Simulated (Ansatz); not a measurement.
The reference is GaN in the wurtzite structure (space group P6_3mc, No. 186; a = 3.2186 Å, c = 5.2435 Å). Axes: x lies along a and z along c of the hexagonal cell.

The values are results of Kohn–Sham DFT with the PBE functional, run in Ansatz (an electronic-structure program) with PAW and 420 eV plane waves, no spin-orbit coupling, earlier PAW set, not measurements.

Base values:

| Item | Result |
|---|---|
| Electron mass | 0.14 mₑ along c, 0.16 mₑ across (at Γ) |

The change: biaxial strain −3.37 %, plane normal [001], relaxed out of plane (Cartesian); in-plane vectors clamped, the third vector and the atoms free.

### Question
What happens to the out-of-plane strain?

### Answer
The out-of-plane strain is +1.55 %.

### Question
Predict the new electron mass.

### Answer
The electron mass goes from 0.14 mₑ along c, 0.16 mₑ across (at Γ) to 0.15 mₑ out of plane, 0.19 mₑ in plane (at Γ).

The levels and masses belong to the bands next to the band gap. Effective masses come from finite differences of ±0.01 Å⁻¹. No phonon test of stability was made.
